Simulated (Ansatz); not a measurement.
Defect migration in monoclinic HfO2: interstitial Ti, charge state +4. The step: a direct jump of one Ti atom (a rearrangement that moves the defect's centre by under 1 Å); the atom moves 0.94 Å along (-0.15, 0.10, -0.05) of the unit cell; the moving atom starts with neighbours O at 1.84, O at 1.87, 2 O at 1.91, O at 1.97 Å and ends with O at 1.84, O at 1.87, 2 O at 1.91, O at 1.97 Å. DFT values are from Ansatz (plane-wave PAW, 420 eV unless said) in a cell of 96 host sites, spin-restricted, static, with no finite-size correction. The charge state is imposed; whether it is stable for some Fermi level was not computed. Sites that were not tried may lie lower. For the PBE band: the program found a first-order saddle point.

| Level | Forward barrier (eV) | Cost of the band or of the saddle's single point |
|---|---|---|
| CHGNet universal potential (has no charge state), its own band | 0.17 | - |
| PBE, the Γ point alone, band relaxed | 0.29 | very roughly 100 core-minutes |
| PBE, a 2×2×2 k-point mesh shifted by half a step, same geometries | 0.31 | about 20 core-minutes (a rough figure) |

Ansatz is a quantum-chemistry and plane-wave program.
